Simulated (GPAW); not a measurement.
Worked example: self-consistent single point of K2RhAuF6 (Fm-3m, 10 atoms in the cell) in GPAW.

Computed with PBEsol, GPAW PAW datasets PBEsol (made by gpaw-setup) (plane waves; GPAW).

```
K2RhAuF6
1.0
    0.00000     4.41229     4.41229
    4.41229     0.00000     4.41229
    4.41229     4.41229     0.00000
K Rh Au F
2 1 1 6
Cartesian
  6.61843   6.61843   6.61843
  2.20614   2.20614   2.20614
  0.00000   0.00000   0.00000
  4.41229   4.41229   4.41229
  2.03610   4.41229   4.41229
  6.78848   4.41229   4.41229
  4.41229   2.03610   4.41229
  4.41229   6.78848   4.41229
  4.41229   4.41229   2.03610
  4.41229   4.41229   6.78848
```

Reference input (self-consistent single point, DFT PBEsol, plane waves, GPAW PAW datasets PBEsol (made by gpaw-setup)): mode = pw; ecut = 900 eV; xc = PBEsol; kpts = 3 3 3; mesh shift (steps) = 0 0 0; occupations.name = methfessel-paxton; occupations.width = 0.02 eV; occupations.order = 0; nbands = -6; convergence.forces = 0.001 eV/Å; convergence.bands = -4; symmetry.symmorphic = false. This run's input differs from it in these lines:

```diff
@@ -20,3 +20,3 @@
 
-calc = GPAW(mode={'name': 'pw', 'ecut': 900},
+calc = GPAW(mode={'name': 'pw', 'ecut': 1035},
             xc='PBEsol',
```

Output (repeated stretches shortened):

```
     iter     time        total  log10-change:
                         energy   eigst   dens  force
iter:   1 --:--:--   -48.051050   -0.09
iter:   2 --:--:--   -46.891957   -1.28  -1.29
iter:   3 --:--:--   -44.450081   -0.52  -1.34
iter:   4 --:--:--   -44.218517   -1.08  -1.51
iter:   5 --:--:--   -44.471085   -1.30  -1.59
iter:   6 --:--:--   -44.638405   -1.65  -1.87
iter:   7 --:--:--   -44.004581   -1.22  -1.95
iter:   8 --:--:--   -44.003912   -2.22  -2.46
iter:   9 --:--:--   -44.003829c  -3.53  -2.65
iter:  10 --:--:--   -44.004536c  -3.13  -2.68
iter:  11 --:--:--   -44.002740c  -4.15  -3.11
iter:  12 --:--:--   -44.001929c  -4.42  -3.09
iter:  13 --:--:--   -44.001798c  -5.02  -3.24
iter:  14 --:--:--   -44.001523c  -4.78  -3.33
iter:  15 --:--:--   -44.001446c  -5.19  -3.42
iter:  16 --:--:--   -44.001427c  -4.96  -3.52
iter:  17 --:--:--   -44.001444c  -5.92  -3.64
iter:  18 --:--:--   -44.001378c  -5.14  -3.70
iter:  19 --:--:--   -44.001372c  -6.40  -4.27c
iter:  20 --:--:--   -44.001372c  -7.38  -4.76c
iter:  21 --:--:--   -44.001372c  -7.61c -4.78c
iter:  22 --:--:--   -44.001372c  -7.96c -4.87c -3.25c
Converged after 22 iterations.

Dipole moment: (0.000000, 0.000000, 0.000000) |e|*Ang

Energy contributions relative to reference atoms: (reference = -695482.247156)

Kinetic:        +26.681877
Potential:      -27.849925
External:        +0.000000
XC:             -41.085818
Entropy (-ST):   -0.000000
Local:           -1.747506
SIC:             +0.000000
--------------------------
Free energy:    -44.001372
Extrapolated:   -44.001372

Showing only first 2 kpts
 Kpt  Band  Eigenvalues  Occupancy
  0    41      2.35179    2.00000
  0    42      2.35179    2.00000
  0    43      3.68155    0.00000
  0    44      4.78341    0.00000

  1    41      2.26515    2.00000
  1    42      2.28504    2.00000
  1    43      3.38270    0.00000
  1    44      4.29838    0.00000

Fermi level: 2.95715

Gap: 0.764 eV
Transition (v -> c):
   [... lines left out ...]
Direct gap: 0.774 eV
   [... lines left out ...]
  4 F    -0.17289    0.00000    0.00000
  5 F     0.17289   -0.00000   -0.00000
  6 F    -0.00000   -0.17289    0.00000
  7 F     0.00000    0.17289    0.00000
  8 F    -0.00000   -0.00000   -0.17289
  9 F     0.00000    0.00000    0.17289

Stress tensor:
     0.023496     0.000000     0.000000
     0.000000     0.023496     0.000000
     0.000000     0.000000     0.023496
Stress (GPa, Voigt): [3.7644 3.7644 3.7644 0.     0.     0.    ]
```

The run converged in 22 iterations. GPAW prints stress with tension positive. Against the reference run the free energy falls by 20.4 meV/atom, the largest force hardly changes (0.170 to 0.173 eV/Å) and the gap on the mesh hardly changes (0.763 to 0.764 eV).

The starting cell comes from a database of computed structures (which also holds hypothetical and non-ambient phases and stackings), without a prior relaxation at this level. Spin-orbit coupling is off.

Cost on one core of a shared machine: roughly 2 min.
